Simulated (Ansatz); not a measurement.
Ansatz (a program for electronic structure) run on ZnCu2SnS4 (I-4, 8 atoms in the cell): self-consistent single point

Level of theory: revPBE, harder PAW files (source: ansatz) made with PBE (plane waves; Ansatz).

Input:

Ansatz 0.2 input:
```yaml
crystal:
  lattice:
    - [-2.756543, 2.756543, 5.514023]
    - [2.756543, -2.756543, 5.514023]
    - [2.756543, 2.756543, -5.514023]
  atoms:
    - { symbol: Zn, position: [0.750000, 0.250000, 0.500000] }
    - { symbol: Cu, position: [0.000000, 0.000000, 0.000000] }
    - { symbol: Cu, position: [0.250000, 0.750000, 0.500000] }
    - { symbol: Sn, position: [0.500000, 0.500000, 0.000000] }
    - { symbol: S, position: [0.364320, 0.371240, 0.477580] }
    - { symbol: S, position: [0.628760, 0.106340, 0.993080] }
    - { symbol: S, position: [0.893660, 0.886740, 0.522420] }
    - { symbol: S, position: [0.113260, 0.635680, 0.006920] }
basis:
  ecutwfc: 51.4 Ry
kpoints:
  mp_grid:
    grid: [5, 5, 5]
hamiltonian:
  xc: revpbe
  pseudopotentials:
    kind: paw
    source: ansatz
scf:
  occupations:
    method: methfessel_paxton
    width: 0.02 Ry
output:
  forces: true
  eigenvalues: true
  stress: true
```

Log, with long lists cut:

```
WARN basis.ecutwfc = 699.3326265218916 eV is below the records' recommended cutoff, and the density's cutoff is lower with it unless basis.ecutrho_ratio is …
Pseudopotentials: kind: paw
Pseudopotential: Zn, paw, valence charge 20
Pseudopotential: Cu, paw, valence charge 19
Pseudopotential: Sn, paw, valence charge 22
Pseudopotential: S, paw, valence charge 6
Crystal: 8 atoms, lattice volume = 167.594 Å³
Basis set: ecut = 699.3326265218916 eV, 7099 PW (Γ), exchange–correlation on 144×144×144 points (8 copies of the dense FFT grid, shifted against one another)
Bands: 63, of which v1, the nominal top of the filled ones, is band 52 counted from 1 (51 counted from 0)
Symmetry: 4 space group operations
Space group: I-4 (ITA 82), of the structure as read, at distance tolerance 5.5e-5 Å
k-points: 21 of 125 (time reversal used)
PAW frozen core: Zn, regenerated for the run's functional, and the local potential with it
PAW frozen core: Cu, regenerated for the run's functional, and the local potential with it
PAW frozen core: Sn, regenerated for the run's functional, and the local potential with it
PAW frozen core: S, regenerated for the run's functional, and the local potential with it
Initial density: superposition of atomic densities (chi_scale 0.1, normalization cell, long waves kept (reshape's long-wave potential 0.02 eV rms))
Initial wavefunctions: pseudopotential atomic-orbital guess
Eigensolver: davidson
Functional: x = revpbe(κ = 1.245, μ = 0.2195149727645171), c = pbe(β = 0.06672455060314922)
SCF iter   1: F=—  HF=-34098.632585 eV  |F-HF|=—  |Δ(HF+E_count)|=         —  Δρ=5.38e-2  dr2=3.66e0  ethr=3.10e-3  ⟨swp⟩=7.4  Hψ=5532  notcnv=0
all-band conjugate gradients solve this SCF's bands
preconditioner: auto → Kerker (q_TF=auto, 2.520 Å⁻¹)
SCF iter   2: F=—  HF=-34098.022132 eV  |F-HF|=—  |Δ(HF+E_count)|=   6.10e-1  S|Δr|=    0.00e0  Δρ=2.84e-2  dr2=1.15e0  ethr=3.10e-3  ⟨swp⟩=2.0  Hψ=2754  notcnv=0  defer=81
SCF iter   3: F=—  HF=-34097.860641 eV  |F-HF|=—  |Δ(HF+E_count)|=   1.61e-1  S|Δr|=    0.00e0  Δρ=2.11e-2  dr2=7.28e-1  ethr=1.11e-3  ⟨swp⟩=2.0  Hψ=2530  notcnv=0  defer=85
SCF iter   4: F=—  HF=-34097.777344 eV  |F-HF|=—  |Δ(HF+E_count)|=   8.33e-2  S|Δr|=    0.00e0  Δρ=1.33e-2  dr2=3.06e-1  ethr=7.00e-4  ⟨swp⟩=2.0  Hψ=1746  notcnv=0  defer=85
SCF iter   5: F=—  HF=-34097.733301 eV  |F-HF|=—  |Δ(HF+E_count)|=   4.40e-2  S|Δr|=    0.00e0  Δρ=4.27e-3  dr2=3.45e-2  ethr=2.94e-4  ⟨swp⟩=2.0  Hψ=2046  notcnv=0  defer=85
SCF iter   6: F=—  HF=-34097.746505 eV  |F-HF|=—  |Δ(HF+E_count)|=   1.32e-2  S|Δr|=    0.00e0  Δρ=2.16e-3  dr2=5.78e-3  ethr=3.32e-5  ⟨swp⟩=2.0  Hψ=1957  notcnv=0  defer=85
SCF iter   7: F=—  HF=-34097.749017 eV  |F-HF|=—  |Δ(HF+E_count)|=   2.51e-3  S|Δr|=    0.00e0  Δρ=1.94e-3  dr2=4.52e-3  ethr=5.56e-6  ⟨swp⟩=2.1  Hψ=2373  notcnv=0  defer=85
SCF iter   8: F=—  HF=-34097.748769 eV  |F-HF|=—  |Δ(HF+E_count)|=   2.48e-4  S|Δr|=    0.00e0  Δρ=7.24e-4  dr2=6.94e-4  ethr=4.34e-6  ⟨swp⟩=2.0  Hψ=2181  notcnv=0  defer=85
SCF iter   9: F=—  HF=-34097.749424 eV  |F-HF|=—  |Δ(HF+E_count)|=   6.54e-4  S|Δr|=    0.00e0  Δρ=1.82e-4  dr2=6.17e-5  ethr=6.68e-7  ⟨swp⟩=2.0  Hψ=1890  notcnv=0  defer=85
SCF iter  10: F=—  HF=-34097.749121 eV  |F-HF|=—  |Δ(HF+E_count)|=   3.03e-4  S|Δr|=    0.00e0  Δρ=3.79e-5  dr2=4.06e-6  ethr=5.93e-8  ⟨swp⟩=2.0  Hψ=1922  notcnv=0  defer=85
SCF iter  11: F=—  HF=-34097.749125 eV  |F-HF|=—  |Δ(HF+E_count)|=   4.75e-6  S|Δr|=    0.00e0  Δρ=1.95e-5  dr2=7.37e-7  ethr=3.91e-9  ⟨swp⟩=2.0  Hψ=1998  notcnv=0  defer=85
SCF iter  12: F=—  HF=-34097.749126 eV  |F-HF|=—  |Δ(HF+E_count)|=   3.72e-7  S|Δr|=    0.00e0  Δρ=1.82e-5  dr2=3.57e-7  ethr=7.08e-10  ⟨swp⟩=2.0  Hψ=2246  notcnv=0  defer=85
SCF iter  13: F=-34097.749126 eV  HF=-34097.749126 eV  |F-HF|=1.79e-8  |Δ(HF+E_count)|=   1.04e-8  S|Δr|=    0.00e0  Δρ=3.61e-6  dr2=2.83e-8  ethr=9.62e-11  ⟨swp⟩=12.3  Hψ=7865  notcnv=0
SCF 1 converged in 13 iterations: F = -34097.749126 eV  dr2 = 2.83e-8
SCF converged after 13 iterations
Stability not checked (fill_not_monotonic)
Free energy (F): -34097.749126 eV
Harris-Foulkes:  -34097.749126 eV  (|F-HF|=1.79e-8)
Internal energy: -34097.773662 eV  (E = F + TS)
E sigma→0 (E₀):  -34097.755260 eV
Entropy (-TS):   0.024537 eV (3.067 meV/atom)
Fermi energy:    8.234124 eV
Step filling:    the computed levels leave a gap of 0.0484 eV = 0.2 smearing widths
--- Per-component energies (eV) ---
  E_band       = -2452.317391
  E_kinetic    = 2903.311488
  E_local      = -25635.308309  (includes V_loc(G=0)·N_el)
  E_nonlocal   = 2383.876805
  E_hartree    = 10097.869413
  E_xc         = -936.748080
  E_vxc        = -1153.259462  (∫ρ·V_xc dr)
  E_paw        = -11438.176829  (= ΣΔE_a)
  E_vpaw       = -1146.666774  (= ΣTr[D̂ρ^β])
  E_aug_tail   = 0.000383  (compensation charges beyond the density's cutoff)
  E_ewald      = -11472.318421
  E_core_change = -0.280113  (= ΣΔE_core)
  E_smearing   = 0.024537  (= −TS)
  E_closure    = 0.000000  (closes the sum)
  Σ components = -34097.749126   (vs F -34097.749126, Δ=0.00e0)
--- Forces (eV/Å), atoms counted from 1 ---
  atom   1  Zn     0.00000000     0.00000000     0.00000000
  atom   2  Cu     0.00000000     0.00000000     0.00000000
  atom   3  Cu     0.00000000     0.00000000     0.00000000
  atom   4  Sn     0.00000000     0.00000000     0.00000000
  atom   5  S      0.01068898    -0.01710026     0.00268093
  atom   6  S     -0.01710026    -0.01068898    -0.00268093
  atom   7  S     -0.01068898     0.01710026     0.00268093
  atom   8  S      0.01710026     0.01068898    -0.00268093
  max |Σ_I F_I| component: 9.71e-17 eV/Å
--- Stress (GPa, compression-positive) ---
        0.130851       0.000000      -0.000000
       -0.000000       0.130851       0.000000
       -0.000000       0.000000       0.089685
  P = ⅓ Tr σ = 0.1171 GPa (1.171 kbar)
  The stress holds the Pulay correction. Without it, at fixed plane waves, as pw.x and ABINIT print it: P = 0.1093 GPa
--- Band table (eV; the first three rows and the last of 21) ---
  k-point 0: bands = ["-121.9889", "-117.7276", "-103.3757", "-103.3524", "-77.7649", "-77.7649", "-77.7611", "-71.8417", "-71.8417", "-71.8313", "-60.7713", "-60.7075", "-60.7075", "-60.6911", "-60.6911", "-60.6690", "-14.0491", "-14.0452", [...]
  k-point 1: bands = ["-121.9889", "-117.7276", "-103.3757", "-103.3524", "-77.7649", "-77.7649", "-77.7611", "-71.8417", "-71.8417", "-71.8313", "-60.7713", "-60.7075", "-60.7075", "-60.6911", "-60.6911", "-60.6690", "-14.0494", "-14.0453", [...]
  k-point 2: bands = ["-121.9889", "-117.7276", "-103.3757", "-103.3524", "-77.7649", "-77.7649", "-77.7611", "-71.8417", "-71.8417", "-71.8313", "-60.7713", "-60.7075", "-60.7075", "-60.6911", "-60.6911", "-60.6690", "-14.0499", "-14.0456", [...]
  k-point 20: bands = ["-121.9889", "-117.7276", "-103.3757", "-103.3524", "-77.7649", "-77.7649", "-77.7611", "-71.8417", "-71.8417", "-71.8313", "-60.7713", "-60.7075", "-60.7075", "-60.6911", "-60.6911", "-60.6690", "-14.0493", "-14.0451", [...]
```

The run converged in 13 iterations.

The starting cell comes from a database of computed structures (which also holds hypothetical and non-ambient phases and stackings), without a prior relaxation at this level. Its lattice was rescaled by a random factor within 2.5 % of one. Spin polarisation is off. Ansatz's pressure includes its estimate of the finite-basis (Pulay) stress. The cutoff lies below the one recommended for these files. The run gives no clean gap (levels at the Fermi energy touch, overlap or are partly filled at this smearing), which alone does not show that the compound is a metal.

Cost on one core of a shared machine: roughly 40 s.
